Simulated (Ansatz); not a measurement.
# BP under a change: isotropic strain +3.28 %

Consider BP in the zinc blende structure (space group F-43m, No. 216; a = 4.5483 Å).

Perturbation: the cell is scaled by 1.0328 in all directions; the atoms relax in the strained cell.

Method: PBE (Ansatz, a program for electronic structure; PAW; 420 eV plane waves; no spin-orbit coupling), earlier PAW set. k-mesh 12×12×12 (Γ-centred); smearing 0.05 eV (Fermi–Dirac).

The volume per atom grows by 1.20 Å³, from 11.76 Å³ to 12.96 Å³ and the space group stays F-43m (No. 216). The shortest interatomic distance increases by 0.065 Å, from 1.969 Å to 2.034 Å and the energy grows by 53 meV/atom. The pressure goes from zero to -13.01 GPa and the band gap goes up by 0.13 eV to 1.38 eV. The gap character stays indirect, Γ → Γ–X (83 % along) and the smallest direct gap drops by 0.12 eV (3.39 eV → 3.27 eV). The mean gap deformation potential ΔEg/Δln V comes out as +1.4 eV and the width of the top valence band falls by 0.54 eV to 4.89 eV. The electron mass goes from 1.3 mₑ along k, 0.23 mₑ across (off the special points) to 1.2 mₑ along k, 0.23 mₑ across (off the special points) and the hole mass (degenerate bands, along [100]) goes from 0.26, 0.26, 0.33 mₑ (at Γ) to 0.27, 0.27, 0.29 mₑ (at Γ).

Final structure:

```xyz
2
Lattice="0.0000 2.3487 2.3487 2.3487 0.0000 2.3487 2.3487 2.3487 0.0000" Properties=species:S:1:pos:R:3 pbc="T T T"
P      3.5231     3.5231     3.5231
B      0.0000     0.0000     0.0000
```

Cost of the whole job for the changed cell (relaxation, final SCF and bands): roughly 11 core-seconds.

Effective masses come from finite differences of ±0.01 Å⁻¹. Along k means along the line from Γ to the band edge. No phonon test of stability was made.
